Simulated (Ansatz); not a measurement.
**A computed series for LiCl: response to strain**

The reference is LiCl in the rock salt structure (space group Fm-3m, No. 225; a = 5.0642 Å).

Strains are applied to the cell and any free atomic positions relax.

Method: PBEsol (Ansatz, an electronic-structure program), without spin-orbit coupling.

Candidates:
(a) isotropic strain −0.50 %
(b) isotropic strain −2.00 %
(c) isotropic strain +1.00 %
(d) isotropic strain −1.50 %

Notes on the quantities. energy relative to the base: free energy F.

**Question.** Order them by energy relative to the base, lowest first.

**Answer.** (a) isotropic strain −0.50 % (+0.4 meV/atom), (c) isotropic strain +1.00 % (+1.5 meV/atom), (d) isotropic strain −1.50 % (+3.8 meV/atom), (b) isotropic strain −2.00 % (+6.9 meV/atom)

No phonon test of stability was made.
